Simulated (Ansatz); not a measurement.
Worked example: self-consistent single point of TePd (I4_1md, 4 atoms in the cell) in Ansatz (a program for electronic structure).

Method of the run: PBE (plane waves, PAW; Ansatz).

```yaml
crystal:
  lattice:
    - [-1.79096, 1.79096, 6.06330]
    - [1.79096, -1.79096, 6.06330]
    - [1.79096, 1.79096, -6.06330]
  atoms:
    - { symbol: Pd, position: [0.75000, 0.75000, 0.00000] }
    - { symbol: Pd, position: [0.50000, 0.00000, 0.50000] }
    - { symbol: Te, position: [0.16600, 0.16600, 0.00000] }
    - { symbol: Te, position: [0.91600, 0.41600, 0.50000] }
```

Reference input (self-consistent single point, DFT, PBE, plane waves, default PAW files): kpoints.mp_grid.grid = 10 10 10; hamiltonian.xc = pbe; hamiltonian.pseudopotentials = {kind: paw} (the program's default PAW files); scf.occupations.method = cold; scf.occupations.width = 0.1 eV. This run's input differs from it in these lines:

Ansatz 0.2 input:
```diff
@@ -12,3 +12,3 @@
 kpoints:
-  mp_grid: { grid: [10, 10, 10] }
+  mp_grid: { grid: [9, 9, 9] }
 hamiltonian:
```

Output (repeated stretches shortened):

```
SCF iter   1: F=—  HF=-27905.635114 eV  |F-HF|=—  |Δ(HF+E_count)|=         —  Δρ=5.41e-3  dr2=1.40e-2  ethr=1.77e-3  ⟨swp⟩=6.4  Hψ=12311  notcnv=0  defer=27
all-band conjugate gradients solve this SCF's bands
preconditioner: auto → Kerker (q_TF=auto, 2.668 Å⁻¹)
SCF iter   2: F=—  HF=-27905.634606 eV  |F-HF|=—  |Δ(HF+E_count)|=   5.08e-4  S|Δr|=    0.00e0  Δρ=2.63e-3  dr2=3.40e-3  ethr=2.06e-5  ⟨swp⟩=2.0  Hψ=3955  notcnv=0  defer=29
SCF iter   3: F=—  HF=-27905.634884 eV  |F-HF|=—  |Δ(HF+E_count)|=   2.78e-4  S|Δr|=    0.00e0  Δρ=4.79e-4  dr2=1.96e-4  ethr=5.00e-6  ⟨swp⟩=2.0  Hψ=3983  notcnv=0  defer=29
SCF iter   4: F=—  HF=-27905.634910 eV  |F-HF|=—  |Δ(HF+E_count)|=   2.64e-5  S|Δr|=    0.00e0  Δρ=1.22e-4  dr2=1.58e-5  ethr=2.89e-7  ⟨swp⟩=2.0  Hψ=4066  notcnv=0  defer=29
SCF iter   5: F=—  HF=-27905.634903 eV  |F-HF|=—  |Δ(HF+E_count)|=   7.30e-6  S|Δr|=    0.00e0  Δρ=3.96e-5  dr2=1.31e-6  ethr=2.32e-8  ⟨swp⟩=2.0  Hψ=4153  notcnv=0  defer=29
SCF iter   6: F=-27905.634903 eV  HF=-27905.634903 eV  |F-HF|=7.19e-9  |Δ(HF+E_count)|=   2.54e-7  S|Δr|=    0.00e0  Δρ=1.02e-5  dr2=8.54e-8  ethr=1.47e-10  ⟨swp⟩=7.9  Hψ=14152  notcnv=0
SCF 1 converged in 6 iterations: F = -27905.634903 eV  dr2 = 8.54e-8
Stability not checked (fill_not_monotonic)
Free energy (F): -27905.634903 eV
Internal energy: -27905.633829 eV  (E = F + TS)
E sigma→0 (E₀):  -27905.634545 eV
Entropy (-TS):   -0.001074 eV (-0.269 meV/atom)
Fermi energy:    16.836161 eV
--- Forces (eV/Å), atoms counted from 1 ---
  atom   1  Pd     0.00000000     0.00000000    -0.16691040
  atom   2  Pd     0.00000000    -0.00000000    -0.16691040
  atom   3  Te    -0.00000000    -0.00000000     0.16691645
  atom   4  Te     0.00000000    -0.00000000     0.16691645
--- Stress (GPa, compression-positive) ---
       16.978225      -0.000000       0.000000
       -0.000000      16.978225       0.000000
        0.000000      -0.000000      16.029420
  P = ⅓ Tr σ = 16.6620 GPa (166.620 kbar)
  The stress holds the Pulay correction. Without it, at fixed plane waves, as pw.x and ABINIT print it: P = 16.6037 GPa
```

The run converged in 6 iterations. Against the reference run the free energy goes up by 1.4 meV/atom, the pressure hardly changes (16.65 to 16.66 GPa) and the largest force goes from 0.151 to 0.167 eV/Å.

The starting cell was generated: these elements placed on a structure prototype, without a prior relaxation; it need not be a known phase or ordering of this composition. Spin polarisation is off. With a pressure of about 17 GPa the cell is away from its equilibrium volume at this level. Ansatz's pressure includes its estimate of the finite-basis (Pulay) stress.
